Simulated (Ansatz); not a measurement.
System: Zn-vacancy pair (Zn on one host Al site, one Al site vacant) in fcc Al (neutral cell). Method: PBE, PAW (plane waves to 420 eV; Ansatz, a quantum-chemistry and plane-wave program).

32-site cell at the relaxed PBE lattice, a 3×3×3 k-point mesh shifted by half a step, smearing 0.10 eV, spin-restricted, no finite-size correction. No zero-point or tunnelling terms. Forms of the defect that were not tried may lie lower.

Barriers: single points on a 5×5×5 k-point mesh shifted by half a step at the bands' geometries.

Relaxed starting cell (atoms counted from 1):

```
CELL_PARAMETERS angstrom
      8.08392     0.00000     0.00000
      0.00000     8.08392     0.00000
      0.00000     0.00000     8.08392
ATOMIC_POSITIONS crystal
  Zn 0.99944 0.00706 0.00724
  Al 0.99928 0.00327 0.49925
  Al 0.99949 0.49891 0.00384
  Al 0.99928 0.49839 0.49871
  Al 0.49946 0.99892 0.99956
  Al 0.49945 0.99947 0.50334
  Al 0.49933 0.50290 0.99998
  Al 0.49937 0.50231 0.50296
  Al 0.99932 0.25080 0.75210
  Al 0.99937 0.75142 0.25136
  Al 0.99938 0.75100 0.75139
  Al 0.49922 0.25185 0.25244
  Al 0.49928 0.25096 0.75122
  Al 0.49942 0.75058 0.25133
  Al 0.49929 0.74952 0.75019
  Al 0.24526 0.00408 0.25155
  Al 0.25050 0.99894 0.75191
  Al 0.24636 0.49786 0.25173
  Al 0.25160 0.50226 0.75052
  Al 0.75343 0.00421 0.25119
  Al 0.74793 0.99891 0.75199
  Al 0.75213 0.49791 0.25153
  Al 0.74682 0.50227 0.75052
  Al 0.24563 0.25076 0.00453
  Al 0.24656 0.25119 0.49841
  Al 0.25047 0.75163 0.99946
  Al 0.25191 0.75007 0.50276
  Al 0.75328 0.25104 0.00442
  Al 0.75225 0.25116 0.49847
  Al 0.74830 0.75157 0.99926
  Al 0.74682 0.75009 0.50267
```

End state 1 differs by these moves (Å; atoms that move under 0.08 Å are left out):

| atom | element | Δx | Δy | Δz |
|---|---|---|---|---|
| 1 | Zn | 0.00 | 1.92 | 1.92 |

Q: Estimate the forward and backward barriers to end state 1 that PBE, PAW returns for this input.

A: forward 0.32 eV, backward 0.32 eV; at the saddle point atom 1 has neighbours 4 Al at 2.57, 2 Al at 3.13, 2 Al at 3.15 Å. The saddle point's order was not checked, and it lies on a symmetry element of the cell, where a band can be held.
